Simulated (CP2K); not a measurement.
**A self-consistent single point of SiTe2 (P-3m1, 3 atoms in the cell) with CP2K**

Computed with CP2K 2026.2 with PBEsol, GPW, DZVP-MOLOPT-SR-GTH basis, GTH-PBE potentials (GTH_POTENTIALS).

Input as run:

```
&GLOBAL
  PROJECT run
  RUN_TYPE ENERGY_FORCE
  PRINT_LEVEL LOW
&END GLOBAL
&FORCE_EVAL
  METHOD Quickstep
  STRESS_TENSOR ANALYTICAL
  &DFT
    BASIS_SET_FILE_NAME BASIS_MOLOPT
    POTENTIAL_FILE_NAME GTH_POTENTIALS
    &QS
      METHOD GPW
      EPS_DEFAULT 1E-10
    &END QS
    &MGRID
      CUTOFF 400
      REL_CUTOFF 40
      NGRIDS 4
    &END MGRID
    &SCF
      SCF_GUESS ATOMIC
      EPS_SCF 1E-6
      MAX_SCF 100
      ADDED_MOS 4
      &DIAGONALIZATION
        ALGORITHM STANDARD
      &END DIAGONALIZATION
      &MIXING
        METHOD BROYDEN_MIXING
        ALPHA 0.2
        NBUFFER 12
        BETA 1
      &END MIXING
      &SMEAR ON
        METHOD GAUSSIAN
        SIGMA [eV] 0.272
      &END SMEAR
    &END SCF
    &KPOINTS
      SCHEME MONKHORST-PACK 8 8 4
      GAMMA_CENTERED T
    &END KPOINTS
    &XC
      &XC_FUNCTIONAL
        &PBE
          PARAMETRIZATION PBESOL
        &END PBE
      &END XC_FUNCTIONAL
    &END XC
    &PRINT
      &MO
        EIGENVALUES T
        OCCUPATION_NUMBERS T
        NDIGITS 8
        FILENAME mo
        &EACH
          QS_SCF 0
        &END EACH
        ADD_LAST NUMERIC
      &END MO
      &MULLIKEN OFF
      &END MULLIKEN
    &END PRINT
  &END DFT
  &SUBSYS
    &CELL
      A 3.79210900 0.00000000 0.00000000
      B -1.89605400 3.28406300 0.00000000
      C 0.00000000 0.00000000 7.06351600
      PERIODIC XYZ
    &END CELL
    &COORD
      SCALED
      Si       0.00000000     0.00000000     0.00000000
      Te       0.33333300     0.66666700     0.77341000
      Te       0.66666700     0.33333300     0.22659000
    &END COORD
    &KIND Si
      BASIS_SET DZVP-MOLOPT-SR-GTH
      POTENTIAL GTH-PBE-q4
    &END KIND
    &KIND Te
      BASIS_SET DZVP-MOLOPT-SR-GTH
      POTENTIAL GTH-PBE-q6
    &END KIND
  &END SUBSYS
  &PRINT
    &FORCES ON
    &END FORCES
    &STRESS_TENSOR ON
    &END STRESS_TENSOR
  &END PRINT
&END FORCE_EVAL
```

Output, abridged:

```
 GLOBAL| Method name                                                        CP2K
 GLOBAL| Project name                                                        run
 GLOBAL| Run type                                                   ENERGY_FORCE

 TOTAL NUMBERS AND MAXIMUM NUMBERS

  Total number of            - Atomic kinds:                                   2
                             - Atoms:                                          3
                             - Shell sets:                                     3
                             - Shells:                                        15
                             - Primitive Cartesian functions:                 14
                             - Cartesian basis functions:                     42
                             - Spherical basis functions:                     39

  Maximum angular momentum of- Orbital basis functions:                        2
                             - Local part of the GTH pseudopotential:          0
                             - Non-local part of the GTH pseudopotential:      4

 SCF PARAMETERS         Density guess:                                    ATOMIC
                        max_scf:                                             100
                        max_diis:                                              4
                        eps_scf:                                        1.00E-06
                        eps_diis:                                       1.00E-01
                        eps_eigval:                                     1.00E-05
                        level_shift [a.u.]:                             0.000000
                        added MOs                                         4    0
                        Mixing method:                            BROYDEN_MIXING
                                                charge density mixing in g-space
                        Smear method:                                   GAUSSIAN
                        Smearing width (sigma) [a.u.]:                  1.00E-02
                        Accuracy threshold:                             1.00E-10
                        No outer SCF

 Extrapolation method: initial_guess

 Number of electrons:                                                         16
 Number of occupied orbitals:                                                  8
 Number of molecular orbitals:                                                12

 Number of orbital functions:                                                 39
 Number of independent orbital functions:                                     39

 SCF WAVEFUNCTION OPTIMIZATION

  Step     Update method      Time    Convergence         Total energy    Change
     1 NoMix/Diag. 0.20E+00      -     0.74178251       -20.4270982002 -2.04E+01
     2 Broy./Diag. 0.20E+00      -     0.01306410       -20.4457331520 -1.86E-02
     3 Broy./Diag. 0.20E+00      -     0.05640801       -20.2591876240  1.87E-01
     4 Broy./Diag. 0.20E+00      -     0.00305484       -20.2382040511  2.10E-02
     5 Broy./Diag. 0.20E+00      -     0.00566840       -20.2183525194  1.99E-02
     6 Broy./Diag. 0.20E+00      -     0.00014762       -20.2148105808  3.54E-03
     7 Broy./Diag. 0.20E+00      -     0.00037268       -20.2116137030  3.20E-03
   [... 2 lines left out ...]
    10 Broy./Diag. 0.20E+00      -     0.00001732       -20.2124181302  5.47E-05
    11 Broy./Diag. 0.20E+00      -     0.00002318       -20.2122807887  1.37E-04
    12 Broy./Diag. 0.20E+00      -     0.00000235       -20.2122083286  7.25E-05
    13 Broy./Diag. 0.20E+00      -     0.00000294       -20.2121644176  4.39E-05
    14 Broy./Diag. 0.20E+00      -     0.00000007       -20.2121583671  6.05E-06

  *** SCF run converged in    14 steps ***

  Electronic density on regular grids:        -16.0000000000       -0.0000000000
  Core density on regular grids:               15.9999999960       -0.0000000040
  Total charge density on r-space grids:       -0.0000000040
  Total charge density g-space grids:          -0.0000000040

  Overlap energy of the core charge distribution:               0.00000000004099
  Self energy of the core charge distribution:                -45.58116635460924
  Core Hamiltonian energy:                                      9.32620667154094
  Hartree energy:                                              20.83130399273081
  Exchange-correlation energy:                                 -4.78690323693828
  Smearing free energy correction:                             -0.00159943987597
  Fermi energy:                                                 0.16537646668018

  Total energy:                                               -20.21215836710305
  Total energy (extrapolated to sigma->0):                    -20.21135864716506

 ENERGY| Total FORCE_EVAL ( QS ) energy [hartree]            -20.212158316317527

 FORCES| Atomic forces [hartree/bohr]
 FORCES|   Atom     x               y               z               |f|
 FORCES|      1 -1.40462746E-13  2.01811415E-08 -3.50894417E-08   4.04789747E-08
 FORCES|      2  1.44156613E-07 -8.05860907E-08 -8.33269825E-03   8.33269825E-03
 FORCES|      3 -1.44156047E-07  6.03534573E-08  8.33273330E-03   8.33273330E-03
 FORCES| Sum     4.25409235E-13 -5.14918439E-11 -4.04084214E-11
 FORCES| Total atomic force                                       6.54555688E-11

 STRESS| Analytical stress tensor [bar]
 STRESS|                        x                   y                   z
 STRESS|      x        7.67120161258E+02  -7.61089783184E-02  -4.20032432728E-01
 STRESS|      y       -7.61089783184E-02   7.66759258341E+02   3.45714557816E-01
 STRESS|      z       -4.20032432728E-01   3.45714557816E-01   1.72820986630E+04
 STRESS| 1/3 Trace                                             6.27199269421E+03
```

The run converged in 14 iterations.

The starting cell comes from a database of computed structures (which also holds hypothetical and non-ambient phases and stackings), without a prior relaxation at this level. Its lattice was rescaled by a random factor within 2.5 % of one. Values carry the incompleteness of an atom-centred basis. The potentials were made for another functional than the one used. The run gives no clean gap (levels at the Fermi energy touch, overlap or are partly filled at this smearing), which alone does not show that the compound is a metal.

Cost on one core of a shared machine: roughly 30 s.
